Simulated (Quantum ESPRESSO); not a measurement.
The steps of a band-structure calculation for MgCu2O3 (P4/mmm, 6 atoms in the cell) with Quantum ESPRESSO.

Method: PBEsol, SSSP 1.1.2 efficiency (PBE) pseudopotentials (plane waves; Quantum ESPRESSO 7.5).

Step 1 (scf):

```fortran
&CONTROL
  calculation = 'scf',
  prefix = 'mgcu2o3',
  outdir = './tmp',
  pseudo_dir = './',
  verbosity = 'high',
  tprnfor = .true.,
  tstress = .true.,
/
&SYSTEM
  ibrav = 6,
  celldm(1) = 8.157146436,
  celldm(3) = 0.91194224311,
  nat = 6,
  ntyp = 3,
  ecutwfc = 55,
  ecutrho = 440,
  occupations = 'smearing',
  smearing = 'fd',
  degauss = 0.0073499,
  input_dft = 'pbesol',
/
&ELECTRONS
  conv_thr = 1.0e-11,
/
ATOMIC_SPECIES
Mg    24.3050  Mg.pbe-n-kjpaw_psl.0.3.0.UPF
Cu    63.5460  Cu_pbe_v1.2.uspp.F.UPF
O     15.9990  O.pbe-n-kjpaw_psl.0.1.UPF
ATOMIC_POSITIONS {crystal}
Mg    0.000000000    0.000000000    0.000000000
Cu    0.000000000    0.500000000    0.500000000
Cu    0.500000000    0.000000000    0.500000000
O     0.000000000    0.500000000    0.000000000
O     0.500000000    0.000000000    0.000000000
O     0.000000000    0.000000000    0.500000000
K_POINTS {automatic}
6 6 7  0 0 0
```

Step 2 (bands):

```fortran
&CONTROL
  calculation = 'bands',
  prefix = 'mgcu2o3',
  outdir = './tmp',
  pseudo_dir = './',
  verbosity = 'high',
/
&SYSTEM
  ibrav = 6,
  celldm(1) = 8.157146436,
  celldm(3) = 0.91194224311,
  nat = 6,
  ntyp = 3,
  ecutwfc = 55,
  ecutrho = 440,
  occupations = 'smearing',
  smearing = 'fd',
  degauss = 0.0073499,
  nbnd = 38,
  input_dft = 'pbesol',
/
&ELECTRONS
  conv_thr = 1.0e-11,
  startingwfc = 'random',
  diago_thr_init = 1.0d-6,
  diagonalization = 'cg',
/
ATOMIC_SPECIES
Mg    24.3050  Mg.pbe-n-kjpaw_psl.0.3.0.UPF
Cu    63.5460  Cu_pbe_v1.2.uspp.F.UPF
O     15.9990  O.pbe-n-kjpaw_psl.0.1.UPF
ATOMIC_POSITIONS {crystal}
Mg    0.000000000    0.000000000    0.000000000
Cu    0.000000000    0.500000000    0.500000000
Cu    0.500000000    0.000000000    0.500000000
O     0.000000000    0.500000000    0.000000000
O     0.500000000    0.000000000    0.000000000
O     0.000000000    0.000000000    0.500000000
K_POINTS {crystal_b}
12
  0.00000000   0.00000000   0.00000000   7  ! G
  0.00000000   0.50000000   0.00000000   7  ! X
  0.50000000   0.50000000   0.00000000  10  ! M
  0.00000000   0.00000000   0.00000000   8  ! G
  0.00000000   0.00000000   0.50000000   7  ! Z
  0.00000000   0.50000000   0.50000000   7  ! R
  0.50000000   0.50000000   0.50000000  10  ! A
  0.00000000   0.00000000   0.50000000   1  ! Z
  0.00000000   0.50000000   0.00000000   8  ! X
  0.00000000   0.50000000   0.50000000   1  ! R
  0.50000000   0.50000000   0.00000000   8  ! M
  0.50000000   0.50000000   0.50000000   1  ! A
```

Step 3 (bands.x):

```fortran
&BANDS
  prefix = 'mgcu2o3',
  outdir = './tmp',
  filband = 'bands.dat',
  lsym = .false.,
/
```

Output of bands (abridged):

```
     file Mg.pbe-n-kjpaw_psl.0.3.0.UPF: wavefunction(s)  3S renormalized
     file O.pbe-n-kjpaw_psl.0.1.UPF: wavefunction(s)  2P renormalized

     Atomic positions and unit cell read from directory:
     ./tmp/mgcu2o3.save/
     G-vector sticks info
     --------------------
     sticks:   dense  smooth     PW     G-vecs:    dense   smooth      PW
     Sum        2337    1177    349                77169    27291    4447

   [... lines left out ...]
     unit-cell volume          =     494.9737 (a.u.)^3
     number of k points=    75  Fermi-Dirac smearing, width (Ry)=  0.0073
   [... lines left out ...]
   [... 72 lines left out ...]

     Dense  grid:    77169 G-vectors     FFT dimensions: (  60,  60,  50)

     Smooth grid:    27291 G-vectors     FFT dimensions: (  40,  40,  36)

     The potential is recalculated from file :
     ./tmp/mgcu2o3.save/charge-density

     Band Structure Calculation
     CG style diagonalization

     ethr =  1.00E-06,  avg # of iterations = 41.4

     End of band structure calculation

          k = 0.0000 0.0000 0.0000 (  3381 PWs)   bands (ev):

  -105.5040-105.5036 -63.0597 -63.0589 -62.9017 -62.9014 -62.7642 -62.7639
   -11.9659 -10.3259 -10.0451   1.7150   1.7150   1.7763   3.7356   3.8837
     3.9754   4.1656   4.1658   4.3612   4.5370   4.5370   4.5966   4.5968
     4.6543   4.8540   4.9755   4.9848   5.5233   5.5234   7.7068  13.2643
    14.7998  14.9701  14.9702  17.0543  18.0916  18.1077

          k = 0.0000 0.0714 0.0000 (  3411 PWs)   bands (ev):

  -105.5039-105.5034 -63.0598 -63.0590 -62.9017 -62.9017 -62.7642 -62.7640
   -11.9570 -10.3249 -10.0520   1.6791   1.7135   1.7837   3.7177   3.8939
     3.9766   4.1053   4.1688   4.3862   4.4176   4.5338   4.5508   4.6112
     4.7332   4.9632   4.9843   5.0056   5.4829   5.5067   7.7876  13.1392
    14.7139  14.9485  15.1745  17.2146  18.0579  18.0986

   [... 73 blocks of this kind left out ...]
```

Output of bands.x (abridged):

```
     Reading xml data from directory:

     ./tmp/mgcu2o3.save/
     file Mg.pbe-n-kjpaw_psl.0.3.0.UPF: wavefunction(s)  3S renormalized
     file O.pbe-n-kjpaw_psl.0.1.UPF: wavefunction(s)  2P renormalized

     G-vector sticks info
     --------------------
     sticks:   dense  smooth     PW     G-vecs:    dense   smooth      PW
     Sum        2337    1177    349                77169    27291    4447

     Reading collected, re-writing distributed wavefunctions
     high-symmetry point:  0.0000 0.0000 0.0000   x coordinate   0.0000
     high-symmetry point:  0.0000 0.5000 0.0000   x coordinate   0.5000
     high-symmetry point:  0.5000 0.5000 0.0000   x coordinate   1.0000
     high-symmetry point:  0.0000 0.0000 0.0000   x coordinate   1.7071
     high-symmetry point:  0.0000 0.0000 0.5483   x coordinate   2.2554
     high-symmetry point:  0.0000 0.5000 0.5483   x coordinate   2.7554
     high-symmetry point:  0.5000 0.5000 0.5483   x coordinate   3.2554
     high-symmetry point:  0.0000 0.0000 0.5483   x coordinate   3.9625
     high-symmetry point:  0.0000 0.5000 0.0000   x coordinate   3.9625
     high-symmetry point:  0.0000 0.5000 0.5483   x coordinate   4.5108
     high-symmetry point:  0.5000 0.5000 0.0000   x coordinate   4.5108
     high-symmetry point:  0.5000 0.5000 0.5483   x coordinate   5.0591

     Plottable bands (eV) written to file bands.dat.gnu
     Bands written to file bands.dat

   JOB DONE.
```

The starting cell comes from a database of computed structures (which also holds hypothetical and non-ambient phases and stackings), without a prior relaxation at this level. Its lattice was rescaled by a random factor within 2.5 % of one. Spin polarisation is off, so a magnetic state, if there is one, cannot be reached. The run gives no clean gap (levels at the Fermi energy touch, overlap or are partly filled at this smearing), which alone does not show that the compound is a metal.
